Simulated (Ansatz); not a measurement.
Base system: Sr₃AsN in the anti-perovskite structure (space group Pm-3m, No. 221; a = 5.0413 Å; a cell from a computed database, its experimental status unchecked).

Now apply this change: hydrostatic tension (pressure −2 GPa).

Levels (all Ansatz, a program for electronic structure, PAW): PBEsol (420 eV, no spin-orbit coupling); PBEsol+SOC (420 eV, with spin-orbit coupling).

The geometry is relaxed with PBEsol.

| Quantity | Value |
|---|---|
| PBEsol band gap | 0.38 eV |
| PBEsol pressure | -2.00 GPa |

With PBEsol+SOC at the same geometry, the band gap falls by 0.02 eV to 0.36 eV; the hole mass (degenerate bands, along [100]) comes out as 0.090, 0.42 mₑ (at Γ); the pressure is still -2.00 GPa. The threefold valence maximum splits by Δso ≈ 46 meV.

Single points use the geometry relaxed with PBEsol. Differences between runs with and without spin-orbit coupling are approximate. Load acts through the strain it causes; cell and atoms are relaxed under it. Masses are band curvatures over ±0.01 Å⁻¹ around the edge. No phonon test of stability was made.
